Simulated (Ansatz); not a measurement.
Consider ZnS in the zinc blende structure (space group F-43m, No. 216; a = 5.3891 Å). Axes: x, y, z lie along the cube axes.

The values are results of r2SCAN in Ansatz (plane waves to 500 eV, PAW, without spin-orbit coupling), not measurements.

Strains are applied to the cell and any free atomic positions relax; under biaxial strain the out-of-plane vector relaxes too.

One change was made to it. Results:

```csv
quantity,base,after
"pressure (mean of the normal stresses, compression positive)",0.00 GPa,0.92 GPa
volume per atom,19.56 Å³,19.34 Å³
electron mass,0.19 mₑ (at Γ),"0.19 mₑ out of plane, 0.20 mₑ in plane (at Γ)"
gap character,direct at Γ,direct at Γ
```

Problem. Which of these changes matches the shifts?
A) biaxial strain −0.83 %, plane normal [111], relaxed out of plane
B) biaxial strain −2.50 %, plane normal [111], relaxed out of plane
C) biaxial strain −0.42 %, plane normal [111], relaxed out of plane
D) biaxial strain −2.08 %, plane normal [111], relaxed out of plane

Solution. A, biaxial strain −0.83 %, plane normal [111], relaxed out of plane. For comparison, the electron mass in the other runs: biaxial strain −0.42 %, plane normal [111], relaxed out of plane gives 0.19 mₑ (at Γ); biaxial strain −2.50 %, plane normal [111], relaxed out of plane gives 0.17 mₑ along k, 0.22 mₑ across (at Γ); biaxial strain −2.08 %, plane normal [111], relaxed out of plane gives 0.17 mₑ out of plane, 0.21 mₑ in plane (at Γ).

Effective masses come from finite differences of ±0.01 Å⁻¹. Along k means along the line from Γ to the band edge. Stability against distortions was not tested. k-point labels follow each cell's own Brillouin zone.

Ansatz is a first-principles code.
